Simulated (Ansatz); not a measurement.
Input:

```xyz
4
Lattice="3.1942 0.0000 0.0000 -1.5971 2.7662 0.0000 0.0000 0.0000 5.2042" Properties=species:S:1:pos:R:3 pbc="T T T"
Ga     0.0000     1.8441     0.0009
Ga     1.5971     0.9221     2.6030
N      0.0000     1.8441     1.9611
N      1.5971     0.9221     4.5632
```

No spin polarisation.

Method: PBEsol (Ansatz, a first-principles code; PAW; 420 eV plane waves; spin-orbit coupling left out). k-mesh 12×12×7 (Γ-centred); smearing 0.05 eV (Fermi–Dirac).

### Question
What is the computed valence-band top at Γ (three highest levels, from the VBM)?

### Answer
0.00, 0.00, -0.04 eV.

### Question
Estimate the width of the top valence band.

### Answer
2.78 eV.

### Question
What gap character does the calculation give?

### Answer
Direct at Γ.

Load acts through the strain it causes; cell and atoms are relaxed under it. Whether these cells are dynamically stable was not tested. The cell was made from GaN in the wurtzite structure (space group P6_3mc, No. 186) by this change: pressure −2 GPa.
